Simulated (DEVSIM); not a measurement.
Structure: Schottky contact on p-type InP, at 250 K.

Layer 1 from the left is InP, thickness (μm) 3.40, Na (cm⁻³) 5.7e16, τn (s) 1.2e-8, τp (s) 1.2e-8.

Left contact: Schottky, work function 5.034 eV, emission velocity 7.3e6 cm/s. Right contact: ohmic. Voltage is applied to the left contact. Recombination: SRH at mid-gap, radiative, Auger. Mobility is μmin + (μ − μmin)/(1 + (N/Nref)^α).

Constants are typed, rounded textbook-type inputs, not results; the design itself was drawn at random and stands for no fabricated device. Values at 300 K; Nc and Nv go as T^1.5, mobilities as T to minus their exponent, the gap by Varshni's rule with the affinity fixed.

InP: gap (eV) 1.344, affinity (eV) 4.38, permittivity 12.5, Nc (cm⁻³) 5.7e17, Nv (cm⁻³) 1.1e19, μn (cm²/Vs) 5200, μp (cm²/Vs) 170, μn,min 400, μp,min 10, Nref,n 3e17, Nref,p 4.9e17, αn 0.47, αp 0.62, T exponent of μn 2, T exponent of μp 2, B (cm³/s) 1.2e-10, Cn (cm⁶/s) 9e-31, Cp (cm⁶/s) 9e-31, Varshni α (eV/K) 0.000363, Varshni β (K) 162.

Simulated with DEVSIM: 1D drift-diffusion, Boltzmann statistics, complete ionisation; no tunnelling, impact ionisation, image-force lowering or self-heating. Metal contacts follow the ideal Schottky-Mott rule: no Fermi-level pinning, no interface dipoles.

Dark forward current:

| |V| (V) | |J| (A/cm²) |
|---|---|
| 0.05 | 3.799e-7 |
| 0.10 | 4.184e-6 |
| 0.15 | 4.222e-5 |
| 0.20 | 0.0004214 |
| 0.25 | 0.004183 |
| 0.30 | 0.04124 |
| 0.35 | 0.4014 |
| 0.40 | 3.747 |
| 0.45 | 28.37 |
| 0.50 | 119.2 |
| 0.55 | 278.6 |
| 0.60 | 475.6 |
| 0.65 | 692.0 |
| 0.70 | 919.6 |
| 0.75 | 1154 |
| 0.80 | 1394 |
| 0.85 | 1637 |
| 0.90 | 1882 |
| 0.95 | 2130 |

Problem. Work out the local ideality factor n = ΔV / (kT/q · ln(J2/J1)) between the rows 0.10 and 0.15 V, 0.90 and 0.95 V.

Solution. kT/q = 21.54 mV. From 0.10 to 0.15 V: ln(4.222e-5/4.184e-6) = 2.312, n = 1.00, near the 1 of diffusion or emission over a barrier. From 0.90 to 0.95 V: ln(2130/1882) = 0.124, n = 18.75; the layers' resistance at their doping, Σ W/(qμN) = 0.00019 Ω cm², would take 47 mV of this step of 50 mV.

Problem. Estimate the current at 0.25 V for emission alone, J0 = q v N_band exp(−φB/kT), and read the barrier back from the simulated current.

Solution. φB = 0.706 eV, N_band = 8.37e18 cm⁻³, J0 = 5.80e-8 A/cm²; J = J0 (exp(qV/kT) − 1) = 0.00636 A/cm². The simulation gives 0.00418 A/cm²; the estimate lies 52 % above. Read backwards, the simulated current gives an apparent barrier of 0.715 eV. The estimate leaves out transport through the depletion region and minority injection.
